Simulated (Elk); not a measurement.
```yaml
crystal:
  lattice:
    - [2.88233, 0.00000, 0.00000]
    - [0.00000, 2.88233, 0.00000]
    - [0.00000, 0.00000, 2.88233]
  atoms:
    - { symbol: Zn, position: [0.50000, 0.50000, 0.51700] }
    - { symbol: Cu, position: [0.00000, 0.00000, 0.00000] }
```

Level of theory: PBE, all-electron FP-LAPW, Elk's shipped species files, APW+lo basis with extra local orbitals in Elk 10.2.4.

The set-up and first iterations of an Elk log for CuZn (P4mm, 2 atoms in the cell):

```
│ Elk code version 10.2.4 │

All units are atomic (Hartree, Bohr, etc.)

│ Ground-state run starting from atomic densities │

Lattice vectors :
   5.446808632       0.000000000       0.000000000
   0.000000000       5.446808632       0.000000000
   0.000000000       0.000000000       5.446808632

Unit cell volume      :    161.5944166
Brillouin zone volume :    1.535017228

Muffin-tin inner radius fraction :   0.1000000000E-01

Nuclei treated as point charges

Species :    1 (Zn)
 parameters loaded from : Zn.in
 name : zinc
 nuclear charge    :   -30.00000000
 electronic charge :    30.00000000
 atomic mass :    119233.3129
 muffin-tin radius :    2.232000000
 number of radial points in muffin-tin :    999
 atomic positions (lattice), magnetic fields (Cartesian) :
   1 :   0.00000000  0.00000000  0.00000000    0.00000000  0.00000000  0.00000000

Species :    2 (Cu)
 parameters loaded from : Cu.in
 name : copper
   [... lines left out ...]
Maximum |G+k| for APW functions       :    4.740143369
Maximum (1/2)|G+k|²                   :    11.23447958
Maximum |G| for potential and density :    18.00000000
 potential will be trimmed for |G| > 2 gkmax
Constant for pseudocharge density :   10
Radial integration step length :    2

G-vector grid sizes :     32    32    32
Number of G-vectors :    15895

Maximum angular momentum used for
 APW functions                      :   10
 outer part of muffin-tin           :    8
 inner part of muffin-tin           :    4

Total nuclear charge    :   -59.00000000
Total core charge       :    24.00000000
Total valence charge    :    35.00000000
Total excess charge     :    0.000000000
Total electronic charge :    59.00000000

Effective Wigner radius, rₛ :   0.8679510710

Number of empty states         :    8
Total number of valence states :   26
Total number of core states    :   24

Conduction state local-orbitals added automatically
Total number of local-orbitals :  228

Exchange-correlation functional :     20     0     0
 Perdew-Burke-Ernzerhof, Phys. Rev. Lett. 77, 3865 (1996)
 gradient requirement :    1
 generalised gradient approximation (GGA)

Smearing type :    3
 Fermi-Dirac
Smearing width :   0.3674930000E-02
Effective electronic temperature (K) :    1160.451112

Mixing type :    3
 Broyden mixing, J. Phys. A: Math. Gen. 17, L317 (1984)

Kohn-Sham potential initialised from atomic data
│ Self-consistent loop started │
│ Loop number : 1 │
 total energy                :     -3439.25809525
│ Loop number : 2 │
 total energy                :     -3440.19876454
RMS change in Kohn-Sham potential (target) :   0.2933433725     (  0.1000000000E-05)
Absolute change in total energy (target)   :   0.9406692816     (  0.1000000000E-03)
│ Loop number : 3 │
 total energy                :     -3442.27919228
RMS change in Kohn-Sham potential (target) :   0.2585360152     (  0.1000000000E-05)
Absolute change in total energy (target)   :    2.315595060     (  0.1000000000E-03)
│ Loop number : 4 │
 total energy                :     -3442.78917610
RMS change in Kohn-Sham potential (target) :   0.2401639235     (  0.1000000000E-05)
Absolute change in total energy (target)   :    1.088882591     (  0.1000000000E-03)
│ Loop number : 5 │
 total energy                :     -3445.75244368
RMS change in Kohn-Sham potential (target) :   0.1630032392     (  0.1000000000E-05)
Absolute change in total energy (target)   :    3.235488230     (  0.1000000000E-03)
│ Loop number : 6 │
 total energy                :     -3448.95685255
RMS change in Kohn-Sham potential (target) :   0.6436459284E-01 (  0.1000000000E-05)
Absolute change in total energy (target)   :    4.013280922     (  0.1000000000E-03)
│ Loop number : 7 │
 total energy                :     -3451.18790920
RMS change in Kohn-Sham potential (target) :   0.1051178764E-01 (  0.1000000000E-05)
   [... lines left out ...]
```

Problem. Will this run converge, and how will it end?

Solution. The run ended unconverged after 100 iterations. It gives no final result for the task that was set. The log goes on:

```
 total energy                :     -3452.74036962
RMS change in Kohn-Sham potential (target) :   0.2825694054E-01 (  0.1000000000E-05)
   [... lines left out ...]
RMS change in Kohn-Sham potential (target) :   0.1567975175E-01 (  0.1000000000E-05)
Absolute change in total energy (target)   :   0.4559401136     (  0.1000000000E-03)
│ Loop number : 98 │
 total energy                :     -3451.52877592
RMS change in Kohn-Sham potential (target) :   0.7258976499E-02 (  0.1000000000E-05)
Absolute change in total energy (target)   :   0.5128975278     (  0.1000000000E-03)
│ Loop number : 99 │
 total energy                :     -3451.59153425
RMS change in Kohn-Sham potential (target) :   0.8467157315E-02 (  0.1000000000E-05)
Absolute change in total energy (target)   :   0.6546604584E-01 (  0.1000000000E-03)
│ Loop number : 100 │
Reached self-consistent loops maximum

Energies :
 Fermi                       :     0.361801939592
 total energy                :     -3451.55505865

Density of states at Fermi energy :    19.44137918
 (states/Hartree/unit cell)

Estimated indirect band gap :   0.2413232631E-01
 from k-point     17 to k-point      2
Estimated direct band gap   :   0.7747590759E-01
 at k-point     17

Charges :
 core                        :    24.00000000
 valence                     :    35.00000000
 interstitial                :    2.315059372
 muffin-tins (core leakage)
  species :    1 (Zn)
   atom    1                 :    28.72435590     (  0.2202457292E-03)
  species :    2 (Cu)
   atom    1                 :    27.96058473     (  0.4049807444E-03)
 total in muffin-tins        :    56.68494063
 total calculated charge     :    58.99930479
 total charge                :    59.00000000
 error                       :   0.6952072593E-03

│ Self-consistent loop stopped │

   [... lines left out ...]
   IBS                       :     0.00000000   -0.00000000   -0.03736498
   total force               :     0.00000000   -0.00000000   -0.00581452
   total magnitude           :     0.00581452
 species :    2 (Cu)
  atom :    1
   Hellmann-Feynman          :     0.00000000    0.00000000    0.00150814
   IBS                       :    -0.00000000    0.00000000    0.00430637
   total force               :     0.00000000    0.00000000    0.00581452
   total magnitude           :     0.00581452
```

The starting cell has typed, rounded lattice constants, without a prior relaxation at this level. Its lattice was rescaled by up to half a per cent. One atom was moved a little off its site on purpose. For this run, on top of that: lattice scaled by 0.98. Values depend on the basis (sphere radii, cutoffs, local orbitals), which need not be converged.

The run was DFT, PBE, all-electron FP-LAPW, Elk's shipped species files, APW+lo basis with extra local orbitals. Main settings of its input:

- xctype: 20
- rgkmax: 10.58
- swidth: 0.00367493 Ha
- ngridk: 4 4 4
- tforce: true
- gmaxvr: 18 1/bohr
- lmaxapw: 10
- lmaxo: 8
- nxlo: 2
- lorbcnd: true
- lradstp: 2
- nrmtscf: 2
